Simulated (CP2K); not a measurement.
Band structure of Ga₂Pt (Fm-3m, 3 atoms in the cell).

```xyz
3
Lattice="4.1973 0.0000 0.0000 2.0986 3.6349 0.0000 2.0986 1.2116 3.4271" Properties=species:S:1:pos:R:3 pbc="T T T"
Ga     6.2959     3.6349     2.5703
Ga     2.0986     1.2116     0.8568
Pt     0.0000     0.0000     0.0000
```

Method: CP2K with PBEsol, GPW, DZVP-MOLOPT-PBE-GTH basis, GTH-PBE potentials (POTENTIAL_UZH).

Settings: CUTOFF = 600 Ry; REL_CUTOFF = 40 Ry; SMEAR/METHOD = GAUSSIAN; SIGMA = 0.272 eV; KPOINTS/SCHEME = MONKHORST-PACK 8 8 8; GAMMA_CENTERED = T; XC_FUNCTIONAL = PBE:PBESOL; Ga/BASIS_SET = DZVP-MOLOPT-PBE-GTH-q13; Ga/POTENTIAL = GTH-PBE-q13; Pt/BASIS_SET = DZVP-MOLOPT-PBE-GTH-q18; Pt/POTENTIAL = GTH-PBE-q18; METHOD = GPW; EPS_DEFAULT = 1e-10; EXTRAPOLATION = USE_GUESS.

The starting cell comes from a database of computed structures (which also holds hypothetical and non-ambient phases and stackings), without a prior relaxation at this level. Spin-orbit coupling is off. Spin polarisation is off. Values carry the incompleteness of an atom-centred basis. The potentials were made for another functional than the one used.

Levels in eV from the Fermi level, bands 20 to 25:
| point | 20 | 21 | 22 | 23 | 24 | 25 |
|---|---|---|---|---|---|---|
| Γ | -3.19 | 0.00 | 5.23 | 5.23 | 5.23 | 5.28 |
| X | -3.01 | -2.78 | -1.88 | -1.88 | 1.92 | 4.49 |
| W | -2.93 | -2.79 | -2.79 | -0.90 | 4.92 | 4.92 |
| K | -3.46 | -2.88 | -1.95 | -0.71 | 2.78 | 6.57 |
| L | -3.09 | -3.09 | 1.24 | 1.24 | 2.97 | 4.04 |
| U | -3.46 | -2.88 | -1.95 | -0.71 | 2.78 | 6.57 |

Bands cross the Fermi level along this path, so the cell is metallic at this level.

Higher empty bands are left out: an atom-centred basis made for the valence describes them poorly.
